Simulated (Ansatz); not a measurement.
## Cu3Si, response to strain

Take Cu$_{3}$Si (space group P6_3/mmc, No. 194; a cell from a computed database, its experimental status unchecked) as the base.

```xyz
8
Lattice="5.1145 0.0000 0.0000 -2.5572 4.4293 0.0000 0.0000 0.0000 4.0801" Properties=species:S:1:pos:R:3 pbc="T T T"
Si     0.0000     2.9529     3.0601
Si     2.5572     1.4764     1.0200
Cu     0.0000     1.4848     1.0200
Cu     2.5572     2.9445     3.0601
Cu     3.8286     0.7424     3.0601
Cu    -1.2714     3.6869     1.0200
Cu     1.2714     3.6869     1.0200
Cu     1.2859     0.7424     3.0601
```

Cartesian axes are those of the cell as printed.

Strains are applied to the cell and any free atomic positions relax; under biaxial strain the out-of-plane vector relaxes too.

All numbers come from Kohn–Sham DFT with the PBEsol functional, run in Ansatz (a first-principles code) with PAW and 420 eV plane waves, no spin-orbit coupling.

Notes on the quantities. pressure: mean of the normal stresses, compression positive; energy relative to the base: free energy F.

| change | pressure | shortest interatomic distance | energy relative to the base |
|---|---|---|---|
| base | 0.0 GPa | 2.513 Å | 0 meV/atom |
| biaxial strain +2.46 %, plane normal [001], relaxed out of plane | -3.5 GPa | 2.494 Å | +9.6 meV/atom |
| biaxial strain +3.33 %, plane normal [001], relaxed out of plane | ___ | ___ | ___ |
| isotropic strain −3.80 % | 25.8 GPa | 2.418 Å | +91 meV/atom |
| isotropic strain −1.19 % | 6.6 GPa | 2.484 Å | +8.1 meV/atom |

Task: Fill in the withheld entries from the trend.

Result: 
- biaxial strain +3.33 %, plane normal [001], relaxed out of plane, pressure: -4.7 GPa
- biaxial strain +3.33 %, plane normal [001], relaxed out of plane, shortest interatomic distance: 2.489 Å
- biaxial strain +3.33 %, plane normal [001], relaxed out of plane, energy relative to the base: +17 meV/atom

Without a gap, meshes like the base's 11×11×11 leave anisotropic stresses uncertain by several tenths of a GPa, and small strain energies with them. Whether these cells are dynamically stable was not tested. The final runs are not spin-polarised.
